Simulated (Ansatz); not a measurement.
## Cs2AgBiBr6: pressure 0.3 GPa

Consider Cs2AgBiBr6 (space group Fm-3m, No. 225; a = 11.1874 Å).

Modification: a hydrostatic pressure of 0.3 GPa.

The values are results of PBEsol, PAW, 420 eV (Ansatz, a quantum-chemistry and plane-wave program; spin-orbit coupling left out), not measurements. Γ-centred 5×5×5 mesh, Fermi–Dirac width 0.05 eV.

The volume per atom drops by 0.386 Å³ (35.00 Å³ → 34.62 Å³) and the density increases by 0.056 g/cm³, from 5.04 g/cm³ to 5.09 g/cm³. The lattice parameter a shrinks by 0.041 Å (11.187 Å → 11.146 Å) and the shortest interatomic distance drops by 0.013 Å, from 2.753 Å to 2.740 Å. The enthalpy H = E + PV relative to the base's energy comes out as +0.07 eV/atom and the band gap shrinks by 0.02 eV (1.10 eV → 1.08 eV). The gap character remains indirect, X → L and the smallest direct gap stays 2.23 eV. The width of the top valence band rises by 0.03 eV to 1.30 eV and the electron mass remains 0.36 mₑ along k, 0.25 mₑ across (at L). The hole mass goes from 0.17 mₑ along k, 0.69 mₑ across (at X) to 0.17 mₑ along k, 0.67 mₑ across (at X).

Final structure:

```xyz
10
Lattice="0.0000 5.5730 5.5730 5.5730 0.0000 5.5730 5.5730 5.5730 0.0000" Properties=species:S:1:pos:R:3 pbc="T T T"
Bi     0.0000     0.0000     0.0000
Ag     5.5730     5.5730     5.5730
Cs     2.7865     2.7865     2.7865
Cs     8.3596     8.3596     8.3596
Br     5.5730     2.8334     5.5730
Br     8.3126     5.5730     5.5730
Br     5.5730     8.3126     5.5730
Br     2.8334     5.5730     5.5730
Br     5.5730     5.5730     2.8334
Br     5.5730     5.5730     8.3126
```

Cost of the whole job for the changed cell (relaxation, final SCF and bands): about 80 core-seconds (a rough figure).

With Bi present, leaving out spin-orbit coupling can change the band edges. Load acts through the strain it causes; cell and atoms are relaxed under it. Effective masses come from finite differences of ±0.01 Å⁻¹. Along k means along the line from Γ to the band edge. No phonon test of stability was made.
